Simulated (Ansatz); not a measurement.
ZnO (model structure, started from the BN type, Pm-3n, No. 223, 12 atoms in the cell) was calculated with LDA (Ansatz, an electronic-structure program, plane waves, PAW).

Numerical settings: plane-wave cutoff 520 eV, 6×6×6 k mesh, Fermi–Dirac smearing 0.01 eV, scalar-relativistic PAW data made under PBE.

Cell (relaxed with PBEsol):

Space group Pm-3n (No. 223); a = b = c = 5.5771 Å, α = β = γ = 90.00°

| atom | site | symmetry | x | y | z |
|---|---|---|---|---|---|
| Zn | 6c | -4m.2 | 0.0000 | 0.5000 | 0.2500 |
| O | 6d | -4m.2 | 0.0000 | 0.2500 | 0.5000 |

Task: What does this level give for the band gap?

Result: 
- band gap: 0.99 eV (direct)

Note: the relaxation could raise the start's symmetry but not lower it, so the cell can be a saddle point; cell and atoms aren't relaxed at this level (pressure -4.5 GPa).

A model structure was made by putting elements into a prototype or built by hand; it is no filed structure, need not be a known phase, and can be a saddle point held by its symmetry.
